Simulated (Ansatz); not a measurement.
Consider Ag in the fcc (Cu type) structure (space group Fm-3m, No. 225; a = 4.105 Å; relaxed with 0.1 eV smearing). Axes: x, y, z lie along the cube axes.

All numbers come from Kohn–Sham DFT with the r2SCAN functional, run in Ansatz (a program for electronic structure) with PAW and 500 eV plane waves, no spin-orbit coupling, earlier PAW set.

Strains are applied to the cell and any free atomic positions relax; under biaxial strain the out-of-plane vector relaxes too; under stress the whole cell relaxes.

One change was made to it. Results:

The energy goes up by 8.3 meV/atom; the volume per atom grows by 0.22 Å³ to 17.51 Å³.

Question: Which change produced these results?
A) uniaxial strain ε_xx = −1.43 %
B) uniaxial strain ε_xx = +3.05 %
C) uniaxial stress, 3 GPa tension along x
D) biaxial strain +4.88 %, plane normal [001], relaxed out of plane

Answer: C, uniaxial stress, 3 GPa tension along x. For comparison, the energy relative to the base in the other runs: uniaxial strain ε_xx = +3.05 % gives +5.8 meV/atom; uniaxial strain ε_xx = −1.43 % gives +1.4 meV/atom; biaxial strain +4.88 %, plane normal [001], relaxed out of plane gives +13 meV/atom.

Beyond what the load breaks, stability against distortions was not tested.
